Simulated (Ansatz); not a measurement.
A computed series for ZrS2: response to strain

Take ZrS$_{2}$ in the CdI2 type structure (space group P-3m1, No. 164; layered, stacked along the Cartesian z axis) as the base.

```
CELL_PARAMETERS angstrom
      3.63482     0.00000     0.00000
     -1.81741     3.14785     0.00000
      0.00000     0.00000     5.71960
ATOMIC_POSITIONS crystal
  Zr 0.00000 0.00000 0.00000
  S  0.33333 0.66667 0.25534
  S  0.66667 0.33333 0.74466
```

Strains are applied to the cell and any free atomic positions relax.

The values are results of Ansatz (an electronic-structure program) PBE-D3(BJ), scalar-relativistic without spin-orbit coupling, not measurements.

Before the change:

- Band gap = 0.66 eV

Q: The aim is a band gap between 0.17 eV and 0.22 eV. Which of these changes reaches it?
A) isotropic strain −3.00 %
B) isotropic strain −0.50 %
C) isotropic strain +0.50 %

A: A, isotropic strain −3.00 %. It gives 0.19 eV; isotropic strain −0.50 % gives 0.59 eV; isotropic strain +0.50 % gives 0.73 eV. Changes not listed may reach it too

No phonon test of stability was made. The zero or small gap of ZrS2 under isotropic strain −3.00 % can change with the level of theory.
